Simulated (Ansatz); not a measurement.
The reference is BaHfO₃ in the cubic perovskite structure (space group Pm-3m, No. 221; a = 4.158 Å). Axes: x, y, z lie along the cube axes.

Calculations: PBEsol (Ansatz, a first-principles code, PAW, without spin-orbit coupling).

It is then changed as follows: the cell is stretched by 2.40 % along z with no lateral relaxation, atoms relaxed at fixed cell.

Problem. Predict the stress tensor and what it implies for the stiffness.

Solution. Stress of the strained cell less that of the base (GPa, compression positive):
```
  -1.87    0.00    0.00
   0.00   -1.87    0.00
   0.00    0.00   -7.22
```

Then −Δσ_ii/ε with ε = 0.0240 gives secant stiffness values (nonlinear terms included at this strain): C33 ≈ 301 GPa, C13 ≈ 78 GPa and C23 ≈ 78 GPa.

As a check, the harmonic strain energy −½ V₀ Δσ:ε is 7.8 meV/atom; the computed energy rise is 8.1 meV/atom.

Whether these cells are dynamically stable was not tested.
